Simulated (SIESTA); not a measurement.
Band structure of HfB2 (P6/mmm, 3 atoms in the cell).

```xyz
3
Lattice="3.1327 0.0000 0.0000 -1.5663 2.7130 0.0000 0.0000 0.0000 3.4792" Properties=species:S:1:pos:R:3 pbc="T T T"
Hf     0.0000     0.0000     0.0000
B      0.0000     1.8087     1.7396
B      1.5663     0.9043     1.7396
```

Computed with GGA PBE, numerical atomic orbitals DZP, PseudoDojo PBE standard norm-conserving potentials (rewritten from UPF to PSML) run with SIESTA 5.4.2.

Settings: XC.functional = GGA; XC.authors = PBE; potentials = PseudoDojo PBE standard; PAO.BasisSize = DZP; PAO.EnergyShift = 0.01 Ry; MeshCutoff = 300 Ry; kgrid.MonkhorstPack = 8 8 7; OccupationFunction = FD; ElectronicTemperature = 50 meV; MaxSCFIterations = 150; SCF.Mixer.Method = Pulay; SCF.Mixer.Weight = 0.1; SCF.Mixer.History = 6; SCF.DM.Tolerance = 1.0E-05.

The starting cell comes from a database of computed structures (which also holds hypothetical and non-ambient phases and stackings), without a prior relaxation at this level. Spin-orbit coupling is off. Values carry the incompleteness of an atom-centred basis.

Levels in eV from the Fermi level, bands 6 to 11:
| point | 6 | 7 | 8 | 9 | 10 | 11 |
|---|---|---|---|---|---|---|
| Γ | -3.28 | -3.12 | -3.12 | -2.94 | 3.76 | 3.76 |
| M | -9.18 | -4.39 | -3.58 | -3.11 | 2.14 | 2.47 |
| K | -8.45 | -7.98 | -2.83 | -2.83 | 1.60 | 1.60 |
| A | -8.61 | -1.28 | -1.28 | 0.10 | 0.10 | 0.76 |
| L | -7.63 | -5.20 | -4.97 | -2.88 | 3.92 | 4.19 |
| H | -9.32 | -5.70 | -3.39 | -3.39 | 4.27 | 5.74 |

Bands cross the Fermi level along this path, so the cell is metallic at this level.

Higher empty bands are left out: an atom-centred basis made for the valence describes them poorly.
